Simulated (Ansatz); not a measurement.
Take SiGe in the wurtzite structure (space group P6_3mc, No. 186; a = 3.9004 Å, c = 6.4434 Å; a model cell, its experimental status unchecked) as the base.

Modification: a hydrostatic pressure of 15 GPa.

Levels (all Ansatz, a quantum-chemistry and plane-wave program, PAW, earlier PAW set): PBEsol (420 eV, without spin-orbit coupling); r2SCAN (500 eV, without spin-orbit coupling); HSE06 (420 eV, no spin-orbit coupling); PBEsol+SOC (420 eV, noncollinear with spin-orbit coupling).

At the geometry relaxed with PBEsol, these levels gave the following band gaps, in shuffled order: (a) 0.70 eV, (b) 0.40 eV, (c) zero, (d) 0.09 eV.

Question: Match each gap to its level.

Answer: (a) HSE06; (b) r2SCAN; (c) PBEsol+SOC; (d) PBEsol.

Single points use the geometry relaxed with PBEsol. HSE06 gaps are upper bounds (no full band path). The spin-orbit shifts are approximate. Load acts through the strain it causes; cell and atoms are relaxed under it. Stability against distortions was not tested. Competing high-pressure phases were not computed. Gaps under 0.05 eV, about the width of the smearing, are given as zero. The zero or small gap of SiGe under pressure 15 GPa can change with the level of theory.
